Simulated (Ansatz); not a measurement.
## TlCl (Pm-3m): band-edge transport data

Input:

```
TlCl
1.0
    3.70636     0.00000     0.00000
    0.00000     3.70636     0.00000
    0.00000     0.00000     3.70636
Tl Cl
1 1
Direct
  0.00000   0.00000   0.00000
  0.50000   0.50000   0.50000
```

Computed with PBEsol+D3BJ with spin-orbit coupling, rigid bands (plane waves, PAW; Ansatz, a quantum-chemistry and plane-wave program). Condition of this run: spin-orbit coupling switched on. Geometry: cell and atoms relaxed with PBEsol+d3bj.

The band gap comes out as 1.00 eV, the electron conductivity mass (300 K, dilute) is 0.29 mₑ and the hole conductivity mass (300 K, dilute) is 0.34 mₑ. The effective density of states N_c (300 K) comes out as 3.9e18 cm⁻³ and the effective density of states N_v (300 K) is 1.7e19 cm⁻³. The density-of-states mass, electrons is 0.29 mₑ and the density-of-states mass, holes comes out as 0.76 mₑ. The Seebeck coefficient, n-type 1e19 cm⁻³, 300 K is -149 μV/K and the Seebeck coefficient, p-type 1e19 cm⁻³, 300 K comes out as 260 μV/K. The best p-type power factor at 300 K for τ = 10 fs (best axis; densities from 1e16 to 1e21 cm⁻³ tried, whether or not they can be reached) is 7.3 μW/(cm·K²) at 3e19 cm⁻³.

Rigid bands; masses and Seebeck coefficients take one relaxation time τ for all states and one kind of carrier; polarons and phonon drag are left out. Geometry: cell and atoms relaxed with PBEsol+D3(BJ).
